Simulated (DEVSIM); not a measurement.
Device: abrupt GaAs p-n junction, at 450 K.

```
layer (left to right)  material  thickness (μm)  Nd (cm⁻³)  Na (cm⁻³)  τn (s)  τp (s)
---------------------  --------  --------------  ---------  ---------  ------  ------
1                          GaAs            13.0          -     3.9e16  3.9e-8  3.9e-8
2                          GaAs           0.310     1.6e16          -  3.9e-8  3.9e-8
```

Left contact: ohmic. Right contact: ohmic. Voltage is applied to the left contact. Recombination: SRH at mid-gap, Auger. Mobility is μmin + (μ − μmin)/(1 + (N/Nref)^α).

Constants are typed, rounded textbook-type inputs, not results; the design itself was drawn at random and stands for no fabricated device. Values at 300 K; Nc and Nv go as T^1.5, mobilities as T to minus their exponent, the gap by Varshni's rule with the affinity fixed.

```tsv
parameter	GaAs
gap (eV)	1.424
affinity (eV)	4.07
permittivity	12.9
Nc (cm⁻³)	4.7e17
Nv (cm⁻³)	9e18
μn (cm²/Vs)	8500
μp (cm²/Vs)	400
μn,min	500
μp,min	20
Nref,n	6e16
Nref,p	1.5e17
αn	0.39
αp	0.38
T exponent of μn	2.1
T exponent of μp	2.2
Cn (cm⁶/s)	1e-30
Cp (cm⁶/s)	1e-30
Varshni α (eV/K)	0.000541
Varshni β (K)	204
```

Model (solved in DEVSIM): 1D drift-diffusion, Boltzmann statistics, complete ionisation; no tunnelling, impact ionisation, image-force lowering or self-heating.

Q: Tabulate band edges, carrier densities and field at zero bias.

A: Energies count from the Fermi level of the right contact; mesh points crowd at the junctions.

| x (μm) | Ec (eV) | Ev (eV) | n (cm⁻³) | p (cm⁻³) | field (V/cm) |
|---|---|---|---|---|---|
| 0.000 | 1.119 | -0.235 | 260000 | 3.9e16 | ≈ 0 |
| 0.02401 | 1.119 | -0.235 | 260000 | 3.9e16 | ≈ 0 |
| 0.07193 | 1.119 | -0.235 | 260000 | 3.9e16 | ≈ 0 |
| 0.1600 | 1.119 | -0.235 | 260000 | 3.9e16 | ≈ 0 |
| 0.4449 | 1.119 | -0.235 | 260000 | 3.9e16 | ≈ 0 |
| 0.9123 | 1.119 | -0.235 | 260000 | 3.9e16 | ≈ 0 |
| 1.771 | 1.119 | -0.235 | 260000 | 3.9e16 | ≈ 0 |
| 4.550 | 1.119 | -0.235 | 260000 | 3.9e16 | ≈ 0 |
| 8.116 | 1.119 | -0.235 | 260000 | 3.9e16 | ≈ 0 |
| 10.57 | 1.119 | -0.235 | 260000 | 3.9e16 | ≈ 0 |
| 11.79 | 1.119 | -0.235 | 260000 | 3.9e16 | ≈ 0 |
| 12.52 | 1.119 | -0.235 | 260000 | 3.9e16 | ≈ 0 |
| 12.77 | 1.118 | -0.235 | 260000 | 3.9e16 | -74 |
| 12.90 | 1.099 | -0.254 | 430000 | 2.3e16 | -6900 |
| 12.97 | 0.946 | -0.407 | 2.2e7 | 4.5e14 | -38000 |
| 13.00 | 0.829 | -0.524 | 4.5e8 | 2.2e13 | -52000 |
| 13.02 | 0.722 | -0.631 | 7.2e9 | 1.4e12 | -49000 |
| 13.06 | 0.553 | -0.800 | 5.6e11 | 1.8e10 | -40000 |
| 13.15 | 0.268 | -1.085 | 8.6e14 | 1.2e7 | -19000 |
| 13.23 | 0.179 | -1.174 | 8.6e15 | 1200000 | -5600 |
| 13.28 | 0.161 | -1.192 | 1.4e16 | 740000 | -2500 |
| 13.31 | 0.155 | -1.198 | 1.6e16 | 630000 | -1900 |
